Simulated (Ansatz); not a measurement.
Take Ti in the hcp (Mg type) structure (space group P6_3/mmc, No. 194) as the base.

```yaml
crystal:
  lattice:
    - [2.93588, 0.00000, 0.00000]
    - [-1.46794, 2.54255, 0.00000]
    - [0.00000, 0.00000, 4.63656]
  atoms:
    - { symbol: Ti, position: [0.33333, 0.66667, 0.75000] }
    - { symbol: Ti, position: [0.66667, 0.33333, 0.25000] }
```

Cartesian axes are those of the cell as printed.

Level of theory: r2SCAN/PAW in Ansatz (a quantum-chemistry and plane-wave program), scalar-relativistic without spin-orbit coupling.

For the base:

```
Property                        Result
-----------------------------  -------
Shortest interatomic distance  2.872 Å
```

The change: tensor shear ε_yz = −1.83 % (engineering shear γ = -0.0366); the atoms relax in the strained cell.

Question: What does the calculation give for the energy relative to the base after the change?

Answer: The energy grows by 3.7 meV/atom.

Question: Estimate the effect on the shortest interatomic distance.

Answer: The shortest interatomic distance decreases by 0.050 Å (2.872 Å → 2.822 Å).

Without a gap, meshes like the base's 18×18×10 leave anisotropic stresses uncertain by several tenths of a GPa, and small strain energies with them. No phonon test of stability was made. The final runs are not spin-polarised.
